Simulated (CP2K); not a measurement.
Band structure of CuZn (Pm-3m, 2 atoms in the cell).

```
CELL_PARAMETERS angstrom
      2.99277     0.00000     0.00000
      0.00000     2.99277     0.00000
      0.00000     0.00000     2.99277
ATOMIC_POSITIONS crystal
  Zn 0.50000 0.50000 0.50000
  Cu 0.00000 0.00000 0.00000
```

Method of the run: CP2K with PBE, GPW, DZVP-MOLOPT-SR-GTH basis, GTH-PBE potentials (GTH_POTENTIALS).

Settings: CUTOFF = 600 Ry; REL_CUTOFF = 60 Ry; SMEAR/METHOD = GAUSSIAN; SIGMA = 0.272 eV; KPOINTS/SCHEME = MONKHORST-PACK 7 7 7; XC_FUNCTIONAL = PBE; Zn/BASIS_SET = DZVP-MOLOPT-SR-GTH; Zn/POTENTIAL = GTH-PBE-q12; Cu/BASIS_SET = DZVP-MOLOPT-SR-GTH; Cu/POTENTIAL = GTH-PBE-q11; METHOD = GPW; EPS_DEFAULT = 1e-10; EXTRAPOLATION = USE_GUESS; NGRIDS = 5.

The starting cell has typed, rounded lattice constants, without a prior relaxation at this level. Its lattice was rescaled by a random factor within 2.5 % of one. Spin polarisation is off. Values carry the incompleteness of an atom-centred basis.

Levels in eV from the Fermi level, bands 8 to 13:
| point | 8 | 9 | 10 | 11 | 12 | 13 |
|---|---|---|---|---|---|---|
| Γ | -3.65 | -2.84 | -2.84 | -2.84 | 6.02 | 6.02 |
| X | -3.74 | -3.34 | -3.34 | -2.90 | -2.16 | 11.65 |
| M | -2.98 | -2.98 | -2.64 | -1.89 | -1.89 | 1.45 |
| R | -4.27 | -2.62 | -2.62 | 4.14 | 4.24 | 4.24 |

Bands cross the Fermi level along this path, so the cell is metallic at this level.

Higher empty bands are left out: an atom-centred basis made for the valence describes them poorly.
